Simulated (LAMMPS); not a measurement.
Film growth with the substrate temperature varied; first case: 160 Hg and 160 Te atoms arriving one at a time, 3 ps apart with 0.2 eV each, on 1160 Å² of the (111) face of HgTe (zinc blende) held at 190 K.

Method: classical MD, pair style sw, file CdTeZnSeHgS0.sw; code LAMMPS.

```csv
T (K),crystalline share,film,roughness,height,below the old surface
190,0.026,disordered,2.1 Å,10 Å,0 of 319
330,0.15,disordered,1.6 Å,9.9 Å,0 of 313
480,0.47,partly crystalline,1.5 Å,9.8 Å,10 of 313
```

Caution: growth rates of MD are many orders above those of real deposition.

Caution: the face is polar, and the species on top of the substrate isn't recorded.
